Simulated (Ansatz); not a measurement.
The starting structures come from a database of crystals and need not be the phases stable at ambient conditions.

 Where the default PAW files enter, the runs use the earlier of Ansatz's two default sets.

Here is the system:

```xyz
12
Lattice="7.5510 0.0000 0.0000 -3.7755 6.5394 0.0000 0.0000 0.0000 3.8825" Properties=species:S:1:pos:R:3 pbc="T T T"
W      3.7755     0.0000     0.0000
W      1.8877     3.2697     0.0000
W     -1.8877     3.2697     0.0000
O      1.3490     5.1384     0.0000
O      2.4265     1.4009     0.0000
O      3.7755     3.7375     0.0000
O      0.0000     2.8019     0.0000
O     -1.3490     5.1384     0.0000
O      5.1245     1.4009     0.0000
O      1.8877     3.2697     1.9413
O     -1.8877     3.2697     1.9413
O      3.7755     0.0000     1.9413
```

Space group of this cell: P6/mmm. The cell is strained (all lengths scaled by 1.02); by PBEsol its mean pressure is -12.7 GPa.

Transport runs along the normal of the first two printed cell vectors, the (001) plane of the conventional cell.

The gap is the functional's own. No spin-orbit coupling. Mid-gap values are interpolated on the energy grid.

Compute, with Ansatz (a first-principles code) with PBEsol, the band gap and the smallest decay constant κ at mid-gap.

Gap 0.53 eV on a 6×6×8 mesh; κ = 0.097 1/Å, at the zone centre.
